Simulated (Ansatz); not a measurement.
A computed series for SiGe: pressure series

The parent structure is SiGe in the wurtzite structure (space group P6_3mc, No. 186; a model cell, its experimental status unchecked).

```
SiGe
1.0
    3.90037     0.00000     0.00000
   -1.95019     3.37782     0.00000
    0.00000     0.00000     6.44343
Ge Si
2 2
Direct
  0.66667   0.33333   0.99962
  0.33333   0.66667   0.49962
  0.66667   0.33333   0.62558
  0.33333   0.66667   0.12558
```

Cell and atoms are relaxed at each pressure.

Levels (all Ansatz, a first-principles code, PAW, earlier PAW set): PBEsol (420 eV, no spin-orbit coupling); r2SCAN (500 eV, spin-orbit coupling left out); HSE06 (420 eV, no SOC); PBEsol+SOC (420 eV, with spin-orbit coupling).

Band gaps by level, all at the geometries relaxed with PBEsol:

```json
[
 {"case": "base", "PBEsol": "0.35 eV", "r2SCAN": "0.65 eV", "HSE06": "0.97 eV", "PBEsol+SOC": "0.29 eV"},
 {"case": "pressure −2 GPa", "PBEsol": "0.33 eV", "r2SCAN": "0.69 eV", "HSE06": "1.01 eV", "PBEsol+SOC": "0.27 eV"},
 {"case": "pressure 0.9 GPa", "PBEsol": "0.33 eV", "r2SCAN": "0.64 eV", "HSE06": "0.95 eV", "PBEsol+SOC": "0.27 eV"},
 {"case": "pressure 4.5 GPa", "PBEsol": "0.26 eV", "r2SCAN": "0.57 eV", "HSE06": "0.88 eV", "PBEsol+SOC": "0.20 eV"},
 {"case": "pressure 9 GPa", "PBEsol": "0.18 eV", "r2SCAN": "0.50 eV", "HSE06": "0.80 eV", "PBEsol+SOC": "0.12 eV"},
 {"case": "pressure 15 GPa", "PBEsol": "0.09 eV", "r2SCAN": "0.40 eV", "HSE06": "0.70 eV", "PBEsol+SOC": "zero"},
 {"case": "pressure 22.5 GPa", "PBEsol": "zero", "r2SCAN": "0.29 eV", "HSE06": "–", "PBEsol+SOC": "zero"},
 {"case": "pressure 30 GPa", "PBEsol": "zero", "r2SCAN": "0.19 eV", "HSE06": "–", "PBEsol+SOC": "zero"}
]
```

Single points use the geometry relaxed with PBEsol. The hybrid gap comes from the SCF mesh plus the semilocal run's edge points and a few special points and is an upper bound. A case with no gap was solved on a k-mesh chosen for an insulator, which is coarse for it. The spin-orbit shifts are approximate. Load acts through the strain it causes; cell and atoms are relaxed under it. Stability against distortions was not tested. No other phases were tried under pressure. The runs without spin-orbit coupling are not spin-polarised. Gaps under 0.05 eV, about the width of the smearing, are given as zero. A zero or small gap of SiGe under pressure 4.5 GPa, SiGe under pressure 9 GPa, SiGe under pressure 15 GPa and SiGe under pressure 22.5 GPa can be the functional's error rather than a property of the material.
